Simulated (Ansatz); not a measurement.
Charge-transition levels above the valence-band maximum in wurtzite AlN (eV), each at one geometry relaxed with PBE and evaluated in Ansatz (an electronic-structure program) with PBE, r2SCAN. Host gaps: PBE 4.03 eV, r2SCAN 4.67 eV. Cell and caveats: 96-site cell; 2×2×2 shifted k-points; charged states image-corrected; no spin–orbit coupling; no Hubbard U; corrections pass 1 eV, so highly charged states may be off by several tenths; flagged in the runs: for some of the defects a host whose relaxation on this sampling wasn't shown to rest, a strain field that reaches the edge of the cell.

```json
[
 {"defect": "C on the Al site (broken-bond start) [the Al site; started 0.95 Å off site, one bond broken] (+1/0)", "PBE": "3.05", "r2SCAN": "3.08"},
 {"defect": "Mn on the Al site (0/−1)", "PBE": "2.02", "r2SCAN": "2.00"},
 {"defect": "Fe on the Al site (0/−1)", "PBE": "2.72", "r2SCAN": "3.08"},
 {"defect": "C on the N site (0/−1)", "PBE": "0.91", "r2SCAN": "1.19"},
 {"defect": "Bi on the N site (+1/0)", "PBE": "1.38", "r2SCAN": "1.57"},
 {"defect": "Ni on the Al site (0/−1)", "PBE": "1.95", "r2SCAN": "2.00"},
 {"defect": "Zr on the Al site + N vacancy (+1/0)", "PBE": "2.44", "r2SCAN": "2.68"},
 {"defect": "Ni on the Al site (−1/−2)", "PBE": "3.46", "r2SCAN": "4.13"},
 {"defect": "Nb on the Al site (+2/+1)", "PBE": "2.12", "r2SCAN": "2.27"}
]
```

PBE less r2SCAN: over the 9 rows with both numbers (drawn at random from the settled rows of this host; unsettled states are left out), mean -0.22 eV, median -0.19 eV, mean size 0.22 eV, from -0.67 to 0.02 eV.
